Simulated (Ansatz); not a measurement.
## Hypothetical zinc blende LuP: pressure series

The parent structure is LuP in the zinc blende structure (space group F-43m, No. 216; a = 6.1606 Å; a hypothetical phase, not in the database extracts checked).

Cell and atoms are relaxed at each pressure.

Computed with PBE, PAW, 420 eV (Ansatz, a quantum-chemistry and plane-wave program; no SOC).

Computed cases, in order: pressure −2 GPa; pressure −1 GPa; 0 GPa (base); pressure 1.8 GPa; pressure 4.2 GPa; pressure 9 GPa; pressure 18 GPa; pressure 45 GPa; pressure 60 GPa.

### Question
Between which two neighbouring cases does the gap turn between direct and indirect?

### Answer
Between pressure 18 GPa (1.29 eV, direct at X) and pressure 45 GPa (0.75 eV, indirect, X → Γ–X (87 % along)). The whole series: pressure −2 GPa: 1.74 eV, direct at X; pressure −1 GPa: 1.72 eV, direct at X; 0 GPa (base): 1.69 eV, direct at X; pressure 1.8 GPa: 1.65 eV, direct at X; pressure 4.2 GPa: 1.59 eV, direct at X; pressure 9 GPa: 1.48 eV, direct at X; pressure 18 GPa: 1.29 eV, direct at X; pressure 45 GPa: 0.75 eV, indirect, X → Γ–X (87 % along); pressure 60 GPa: 0.47 eV, indirect, X → Γ–X (87 % along).

Load acts through the strain it causes; cell and atoms are relaxed under it. No phonon test of stability was made. Competing high-pressure phases were not computed.
